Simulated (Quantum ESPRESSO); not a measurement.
# Several settings converged on SrGaSi (P3m1, 3 atoms in the cell)

```yaml
crystal:
  lattice:
    - [4.19212, 0.00000, 0.00000]
    - [-2.09606, 3.63048, 0.00000]
    - [0.00000, 0.00000, 4.75003]
  atoms:
    - { symbol: Sr, position: [0.00000, 0.00000, 0.01053] }
    - { symbol: Ga, position: [0.33333, 0.66667, 0.50000] }
    - { symbol: Si, position: [0.66667, 0.33333, 0.50000] }
```

Base method: PBEsol, PseudoDojo standard norm-conserving (PBESOL) pseudopotentials (plane waves; Quantum ESPRESSO).

Base settings: ecutwfc = 80 Ry; occupations = smearing; smearing = fd; degauss = 0.0073499 Ry; potentials = {Sr: Sr.upf, Ga: Ga.upf, Si: Si.upf}; K_POINTS = automatic 5 5 3 0 0 0; conv_thr = 1e-11 Ry; mixing_beta = 0.5.

The count of work is k-points × plane waves × bands × iterations; it is no time. Core times come from one kind of shared machine, to one figure; runs under 30 s give none.

**The k-point mesh**

The second cell is the first with its lattice scaled by 0.98.

Only quantities that move along the ladder and can be compared are tabulated.

| K_POINTS | free energy less the last step's (meV/atom) | energy of the compressed cell less the first (meV/atom) | pressure (GPa) | largest difference of a force vector from the last step's (eV/Å) | count of work / last |
|---|---|---|---|---|---|
| automatic 2 2 1 0 0 0 | 737.48 | -10.14 | -2.68 | 0.098 | 0.013 |
| automatic 3 3 2 0 0 0 | 159.41 | -1.16 | -1.87 | 0.013 | 0.033 |
| automatic 4 4 3 0 0 0 | 22.06 | -1.54 | -1.85 | 0.004 | 0.049 |
| automatic 5 5 3 0 0 0 | 3.73 | -1.59 | -1.86 | 0.002 | 0.066 |
| automatic 5 5 4 0 0 0 | 2.39 | -1.75 | -1.88 | 0.011 | 0.093 |
| automatic 13 13 10 0 0 0 | 0.00 | -0.69 | -1.81 | 0.000 | 1.0 |

Coarsest K_POINTS that holds the energy of the compressed cell less the first within 2 meV/atom: not settled: the last two steps still differ by 1.1 meV/atom, over half the tolerance, so the ladder does not show it.

Coarsest K_POINTS that holds the forces within 0.02 eV/Å: not settled: the last two steps still differ by 0.011 eV/Å, over half the tolerance, so the ladder does not show it.

Coarsest K_POINTS that holds the pressure within 0.2 GPa of the last step, with all finer ones: automatic 3 3 2 0 0 0, at 0.033 of the last step's count of work; the step before is off by 0.87 GPa.

Two neighbours can agree and both be off: automatic 4 4 3 0 0 0 and automatic 5 5 3 0 0 0 differ by 0.04 meV/atom in the energy of the compressed cell less the first, yet lie about 0.90 meV/atom from the last step.

**The k-point mesh at a smearing width of 0.05 eV**

In this ladder: degauss = 0.0036749 Ry.

The second cell is the first with its lattice scaled by 0.98.

Only quantities that move along the ladder and can be compared are tabulated.

| K_POINTS | free energy less the last step's (meV/atom) | energy of the compressed cell less the first (meV/atom) | pressure (GPa) | largest difference of a force vector from the last step's (eV/Å) | count of work / last |
|---|---|---|---|---|---|
| automatic 3 3 3 0 0 0 | 150.72 | -1.32 | -1.90 | 0.005 | 0.049 |
| automatic 5 5 4 0 0 0 | 0.26 | -2.07 | -1.94 | 0.011 | 0.12 |
| automatic 7 7 5 0 0 0 | -1.20 | -0.94 | -1.81 | 0.009 | 0.22 |
| automatic 10 10 8 0 0 0 | 0.06 | -1.00 | -1.85 | 0.005 | 0.66 |
| automatic 12 12 9 0 0 0 | 0.00 | -0.97 | -1.85 | 0.000 | 1.0 |

Coarsest K_POINTS that holds the energy of the compressed cell less the first within 1 meV/atom of the last step, with all finer ones: automatic 7 7 5 0 0 0, at 0.22 of the last step's count of work; the step before is off by 1.1 meV/atom.

The energy difference between the two cells stays within 1 meV/atom of the last step's from automatic 7 7 5 0 0 0 on, the total only from automatic 10 10 8 0 0 0 on: much of the error is common to both cells and cancels.

**The number of bands**

The mesh stays at the base's, so the ladder's end is converged at best in this setting alone.

Only quantities that move along the ladder and can be compared are tabulated.

```tsv
nbnd	pressure (GPa)	count of work / last	core time / last (rough)
14	-1.96	0.33	0.5
16	-1.86	0.38	–
18	-1.86	0.43	–
24	-1.86	0.57	0.6
46	-1.86	1.0	1
```

Coarsest nbnd that holds the pressure within 0.05 GPa of the last step, with all finer ones: 16, at 0.38 of the last step's count of work; the step before is off by 0.10 GPa.

On the base run: the starting cell comes from a database of computed structures (which also holds hypothetical and non-ambient phases and stackings), without a prior relaxation at this level. Its lattice was rescaled by up to half a per cent. One atom was moved a little off its site on purpose. Without a gap this mesh is coarse (it stands for a supercell whose shortest vector is 14 Å).
